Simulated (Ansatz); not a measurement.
Ge: biaxial strain +1.67 %, plane normal [111], relaxed out of plane

Take Ge in the diamond structure (space group Fd-3m, No. 227; a = 5.676 Å) as the base. Axes: x, y, z lie along the cube axes.

Perturbation: biaxial strain +1.67 %, plane normal [111], relaxed out of plane (Cartesian); in-plane vectors clamped, the third vector and the atoms free.

Level of theory: DFT with PBEsol, PAW potentials and a 420 eV plane-wave cutoff in Ansatz (a program for electronic structure), scalar-relativistic without spin-orbit coupling. k-mesh 14×14×14 (Γ-centred); smearing 0.05 eV (Fermi–Dirac).

* **Volume per atom**: 23.47 Å³ (base 22.86 Å³)
* **Shortest interatomic distance**: 2.462 Å (base 2.458 Å)
* **Energy relative to the base (free energy F)**: +6.1 meV/atom
* **Pressure (mean of the normal stresses, compression positive)**: -1.6 GPa (base 0.0 GPa)
* **Band gap**: zero (base zero)
* **Out-of-plane strain**: -0.68 % (rough)
* **Mean in-plane stress (compression positive)**: -2.5 GPa (rough)

Without a gap, meshes like the base's 14×14×14 leave anisotropic stresses uncertain by several tenths of a GPa, and small strain energies with them. Whether these cells are dynamically stable was not tested. A zero or small gap of Ge can be the functional's error rather than a property of the material.
